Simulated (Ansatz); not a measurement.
Base system: CdS in the wurtzite structure (space group P6_3mc, No. 186).

```
CdS
1.0
    4.12436     0.00000     0.00000
   -2.06218     3.57180     0.00000
    0.00000     0.00000     6.70817
Cd S
2 2
Direct
  0.33333   0.66667   0.00017
  0.66667   0.33333   0.50017
  0.33333   0.66667   0.37683
  0.66667   0.33333   0.87683
```

Computed with Ansatz (a first-principles code) PBEsol, no spin-orbit coupling.

One change was made to it. Results:

| quantity | base | after |
|---|---|---|
| density | 4.86 g/cm³ | 4.77 g/cm³ |
| width of the top valence band | 1.74 eV | 1.69 eV |
| band gap | 1.09 eV | 1.06 eV |

Q: Which of these changes matches the shifts?
A) pressure 4.5 GPa
B) pressure −1 GPa
C) pressure −2 GPa
D) pressure 30 GPa

A: B, pressure −1 GPa. For comparison, the band gap in the other runs: pressure 30 GPa gives 0.91 eV; pressure −2 GPa gives 1.02 eV; pressure 4.5 GPa gives 1.23 eV.

Load acts through the strain it causes; cell and atoms are relaxed under it. Whether these cells are dynamically stable was not tested. Measured, CdS leaves this structure (for rock salt) near 2.54 GPa (temperature not stated; as listed in Datta, Sujoy, Jana, Debnarayan, arXiv (2020)), on rising pressure, with hysteresis.
